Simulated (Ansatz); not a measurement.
System: AlB2-type ScB2. Method: PBEsol (plane waves, PAW; Ansatz, an electronic-structure program).

Numerical settings: plane-wave cutoff 500 eV, 18×18×12 k mesh (along the axes of the cell as run), Fermi–Dirac smearing 0.05 eV, scalar-relativistic PAW data made under PBE.

Computed at the level's own relaxed cell.

Question: Give the computed volume per atom, lattice parameter a and lattice parameter c.

Answer: 
- volume per atom: 9.83 Å³/atom
- lattice parameter a: 3.126 Å
- lattice parameter c: 3.484 Å

The run finds no gap.

Computed values are for the static lattice.

The result took about 30 core-seconds (a rough figure).
